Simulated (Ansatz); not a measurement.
Start from TiO2 in the anatase structure (space group I4_1/amd, No. 141; a = 3.799 Å, c = 9.701 Å).

Structures relaxed with PBE/PAW in Ansatz (a quantum-chemistry and plane-wave program), spin-orbit coupling left out.

Base:

Simulated powder pattern, Mo Kα, λ = 0.71073 Å (kinematic, ideal powder, no thermal factors, no anomalous dispersion; the 10 strongest lines at most, above 2 %, up to 2θ = 40°):

```tsv
2θ (°)	I/Imax (%)	hkl
11.53	100	(101)
16.85	22	(004)
17.40	7.7	(112)
21.57	33	(200)
23.74	23	(105)
24.52	22	(211)
27.50	18	(204)
29.73	9.1	(116)
30.69	9.2	(220)
32.29	15	(215)
```

One thing is altered: a negative pressure, −2 GPa.

After the change:

Simulated powder pattern, Mo Kα, λ = 0.71073 Å (kinematic, ideal powder, no thermal factors, no anomalous dispersion; the 10 strongest lines at most, above 2 %, up to 2θ = 40°):

```csv
2θ (°),d (Å),I/Imax (%),hkl
11.50,3.547,100,(101)
16.72,2.443,22,(004)
17.34,2.358,7.8,(112)
21.52,1.903,33,(200)
23.58,1.739,24,(105)
24.47,1.677,22,(211)
27.38,1.502,17,(204)
29.55,1.394,9.5,(116)
30.62,1.346,9.2,(220)
32.14,1.284,15,(215)
```

The indices refer to the base's conventional cell; one index is shown for lines that coincide.

Load acts through the strain it causes; cell and atoms are relaxed under it. No phonon test of stability was made. The final runs are not spin-polarised.
